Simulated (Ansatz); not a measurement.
**BeS in the rock salt structure (space group Fm-3m, No. 225; a hypothetical phase, not in the database extracts checked)**

```yaml
crystal:
  lattice:
    - [0.00000, 2.29499, 2.29499]
    - [2.29499, 0.00000, 2.29499]
    - [2.29499, 2.29499, 0.00000]
  atoms:
    - { symbol: S, position: [0.00000, 0.00000, 0.00000] }
    - { symbol: Be, position: [0.50000, 0.50000, 0.50000] }
```

Calculations: Ansatz (a first-principles code) PBEsol, no SOC. k-mesh 12×12×12 (Γ-centred); smearing 0.05 eV (Fermi–Dirac).

```yaml
volume_per_atom: 12.09 Å³
density: 2.82 g/cm³
band_gap: 0.95 eV, indirect, K–Γ (58 % along) → X
electron_mass: 1.0 mₑ along k, 0.29 mₑ across
Lowest conduction-band minima above the VBM: X along ⟨100⟩ 0.95 eV
total_energy: -488.229 eV/atom (σ→0; compares only within this code and set-up)
```

Effective masses come from finite differences of ±0.01 Å⁻¹. Along k means along the line from Γ to the band edge. Stability against distortions was not tested.
